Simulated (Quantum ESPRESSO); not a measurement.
Input and output of a self-consistent single point for Co3Os (I4/mmm, 4 atoms in the cell) (Quantum ESPRESSO).

Level of theory: PBEsol, SSSP 1.1.2 efficiency (PBE) pseudopotentials (plane waves; Quantum ESPRESSO 7.5).

The change in words: lattice scaled by 0.98. Reference geometry:
```xyz
4
Lattice="1.8293 -1.8293 3.6472 1.8293 1.8293 3.6472 -1.8293 -1.8293 3.6472" Properties=species:S:1:pos:R:3 pbc="T T T"
Co    -1.8293     0.0000     1.8236
Co     0.0000     1.8293     1.8236
Co     0.0000     0.0000     3.6472
Os     0.0000     0.0000     0.0000
```
Moments meant for the start (each program seeds them in its own way; μB, in the order of the atoms Co Co Co Os): 3.0 3.0 3.0 0.0.

Reference input (self-consistent single point, DFT, PBEsol, plane waves, SSSP 1.1.2 efficiency (PBE) pseudopotentials): ecutwfc = 50 Ry; ecutrho = 400 Ry; occupations = smearing; smearing = gaussian; degauss = 0.019992 Ry; nspin = 2; input_dft = pbesol; potentials = {Co: Co_pbe_v1.2.uspp.F.UPF, Os: Os_pbe_v1.2.uspp.F.UPF}; K_POINTS = automatic 7 7 7 0 0 0; conv_thr = 1e-10 Ry; mixing_beta = 0.2. This run's input differs from it in these lines:

```diff
@@ -10,4 +10,4 @@
  ibrav = 7,
- celldm(1) = 6.9136083804,
- celldm(3) = 1.993819365405,
+ celldm(1) = 6.7753371198,
+ celldm(3) = 1.993819299294,
  nat = 4,
```

Output, abridged:

```
     Self-consistent Calculation

     iteration #  1     ecut=    50.00 Ry     beta= 0.20

     negative rho (up, down):  6.203E-02 6.260E-02

     total energy              =   -1088.56144619 Ry
     estimated scf accuracy    <      29.45988117 Ry

     total magnetization       =     3.91 Bohr mag/cell
     absolute magnetization    =     4.12 Bohr mag/cell

     iteration #  2     ecut=    50.00 Ry     beta= 0.20

     negative rho (up, down):  6.564E-02 6.585E-02

     total energy              =   -1091.95262167 Ry
     estimated scf accuracy    <       9.54211049 Ry

     total magnetization       =     1.45 Bohr mag/cell
   [... lines left out ...]

     total energy              =   -1092.79585822 Ry
     estimated scf accuracy    <          3.0E-10 Ry

     total magnetization       =     2.06 Bohr mag/cell
     absolute magnetization    =     2.30 Bohr mag/cell

     iteration # 29     ecut=    50.00 Ry     beta= 0.20

     negative rho (up, down):  6.266E-02 6.373E-02

     Magnetic moment per site  (integrated on atomic sphere of radius R)
     atom   1 (R=0.291)  charge= 15.7886  magn=  0.5480
     atom   2 (R=0.291)  charge= 15.7886  magn=  0.5480
     atom   3 (R=0.291)  charge= 15.7766  magn=  1.0432
     atom   4 (R=0.291)  charge= 12.9804  magn=  0.0099
     End of self-consistent calculation

     the Fermi energy is    20.9572 ev

!    total energy              =   -1092.79585822 Ry
     estimated scf accuracy    <          9.6E-11 Ry
     smearing contrib. (-TS)   =      -0.01463449 Ry
     internal energy E=F+TS    =   -1092.78122373 Ry

     total magnetization       =     2.06 Bohr mag/cell
     absolute magnetization    =     2.30 Bohr mag/cell

     convergence has been achieved in  29 iterations

     negative rho (up, down):  6.266E-02 6.373E-02

     Forces acting on atoms (cartesian axes, Ry/au):

     atom    1 type  1   force =    -0.00000000   -0.00000000   -0.00000000
   [... zero for the other atoms too ...]

     Total force =     0.000000     Total SCF correction =     0.000000

     negative rho (up, down):  6.266E-02 6.373E-02
          total   stress  (Ry/bohr**3)                   (kbar)     P=     -130.91
  -0.00092224  -0.00000000  -0.00000000         -135.67       -0.00       -0.00
  -0.00000000  -0.00092224   0.00000000           -0.00     -135.67        0.00
  -0.00000000   0.00000000  -0.00082515           -0.00        0.00     -121.38

   JOB DONE.
```

The run converged in 29 iterations. Against the reference run the free energy drops by 84.9 meV/atom, the pressure goes from -25.03 to -13.09 GPa and the size of the net moment goes from 0.69 to 0.52 μB/atom.

The starting cell comes from a database of computed structures (which also holds hypothetical and non-ambient phases and stackings), without a prior relaxation at this level. Its lattice was rescaled by a random factor within 2.5 % of one. For this run, on top of that: lattice scaled by 0.98. The magnetic order is the one reached from the typed start; others were not searched systematically. With a pressure of about -13 GPa the cell is away from its equilibrium volume at this level.

Cost on one core of a shared machine: roughly 4 min.
